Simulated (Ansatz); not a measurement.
## Ru, thickness series

The reference is Ru in the hcp (Mg type) structure (space group P6_3/mmc, No. 194).

```
Ru
1.0
    2.69196     0.00000     0.00000
   -1.34598     2.33130     0.00000
    0.00000     0.00000     4.24596
Ru
2
Cartesian
  0.00000   1.55420   3.18447
  1.34598   0.77710   1.06149
```

Cartesian axes are those of the cell as printed.

Free-standing slabs (1 atom(s) a layer) normal to the z axis with 15 Å of vacuum; in-plane cell held at bulk.

Computed with PBEsol in Ansatz (plane waves to 420 eV, PAW, no spin-orbit coupling), earlier PAW set.

Notes on the quantities. layer's space group: with vacuum; excess energy per area of both faces: slab less bulk energy over the cell's area: twice a surface energy; uncertain by up to 0.2 J/m².

```tsv
change	layer's space group	shortest interatomic distance	excess energy per area of both faces
base	–	4.972 bohr	–
1 layer	P6/mmm (No. 191)	5.087 bohr	–
2 layers	P-3m1 (No. 164)	4.738 bohr	5.88 J/m²
3 layers	P-6m2 (No. 187)	4.861 bohr	5.9 J/m²
4 layers	P-3m1 (No. 164)	4.860 bohr	6.1 J/m²
5 layers	P-6m2 (No. 187)	4.858 bohr	6.1 J/m²
6 layers	P-3m1 (No. 164)	4.843 bohr	6.0 J/m²
7 layers	P-6m2 (No. 187)	4.850 bohr	6.1 J/m²
```

The excess energy carries the mismatch between the slab's and the bulk's meshes. Whether these cells are dynamically stable was not tested. All final runs are without spin polarisation.

Ansatz is a first-principles code.
